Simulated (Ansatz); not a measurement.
Convergence study of the k-point mesh at a smearing width of 0.05 eV for CaPd (P4mm, 2 atoms in the cell)

```yaml
crystal:
  lattice:
    - [3.51621, 0.00000, 0.00000]
    - [0.00000, 3.51621, 0.00000]
    - [0.00000, 0.00000, 3.51621]
  atoms:
    - { symbol: Ca, position: [0.00000, 0.00000, 0.01422] }
    - { symbol: Pd, position: [0.50000, 0.50000, 0.50000] }
```

Method of the run: LDA (PW92), default PAW files made with PBE (plane waves; Ansatz, a program for electronic structure).

Base settings: basis.ecutwfc = 30.9 Ry; kpoints.mp_grid.grid = 9 9 9; hamiltonian.xc = lda; hamiltonian.pseudopotentials = {kind: paw} (the program's default PAW files); scf.occupations.method = fermi_dirac; scf.occupations.width = 0.0073 Ry.

In this ladder: scf.occupations.width = 0.0037 Ry.

The second cell is the first with its lattice scaled by 0.98.

Only quantities that move along the ladder and can be compared are tabulated.

The count of work is k-points × plane waves × bands × iterations; it is no time. 

The starting cell comes from a database of computed structures (which also holds hypothetical and non-ambient phases and stackings), without a prior relaxation at this level. Its lattice was rescaled by up to half a per cent. One atom was moved a little off its site on purpose. Spin polarisation is off. In the base run, with a pressure of about -5 GPa the cell is away from its equilibrium volume at this level. Ansatz's pressure includes its estimate of the finite-basis (Pulay) stress.

Steps (kpoints.mp_grid.grid): 3 3 3; 4 4 4; 5 5 5; 6 6 6; 7 7 7; 9 9 9; 10 10 10; 12 12 12; 15 15 15; 18 18 18; 22 22 22.

Problem. What is the coarsest kpoints.mp_grid.grid that holds the pressure within 0.1 GPa of the last step, with all finer ones?

Solution. 10 10 10, at 0.16 of the last step's count of work; the step before is off by 0.15 GPa.

Problem. What is the coarsest kpoints.mp_grid.grid that holds the free energy within 0.5 meV/atom of the last step, with all finer ones?

Solution. 15 15 15, at 0.31 of the last step's count of work; the step before is off by 1.4 meV/atom.

Problem. What is the coarsest kpoints.mp_grid.grid that holds the energy of the compressed cell less the first within 2 meV/atom of the last step, with all finer ones?

Solution. 9 9 9, at 0.093 of the last step's count of work; the step before is off by 4.2 meV/atom.

| kpoints.mp_grid.grid | free energy less the last step's (meV/atom) | energy of the compressed cell less the first (meV/atom) | pressure (GPa) | largest difference of a force vector from the last step's (eV/Å) | count of work / last |
|---|---|---|---|---|---|
| 3 3 3 | -215.71 | -45.07 | -7.15 | 0.004 | 0.0075 |
| 4 4 4 | 106.14 | -15.01 | -3.63 | 0.009 | 0.022 |
| 5 5 5 | -43.80 | -36.84 | -6.16 | 0.005 | 0.022 |
| 6 6 6 | 13.53 | -25.91 | -4.87 | 0.002 | 0.050 |
| 7 7 7 | -5.86 | -34.19 | -5.79 | 0.003 | 0.050 |
| 9 9 9 | 3.11 | -31.56 | -5.48 | 0.001 | 0.093 |
| 10 10 10 | -1.90 | -29.14 | -5.25 | 0.001 | 0.16 |
| 12 12 12 | -1.38 | -29.69 | -5.32 | 0.000 | 0.21 |
| 15 15 15 | 0.18 | -29.67 | -5.30 | 0.000 | 0.31 |
| 18 18 18 | -0.01 | -30.28 | -5.36 | 0.000 | 0.59 |
| 22 22 22 | 0.00 | -29.95 | -5.33 | 0.000 | 1.0 |

The energy difference between the two cells stays within 1 meV/atom of the last step's from 10 10 10 on, the total only from 15 15 15 on: much of the error is common to both cells and cancels.

Keys are those of Ansatz 0.2.
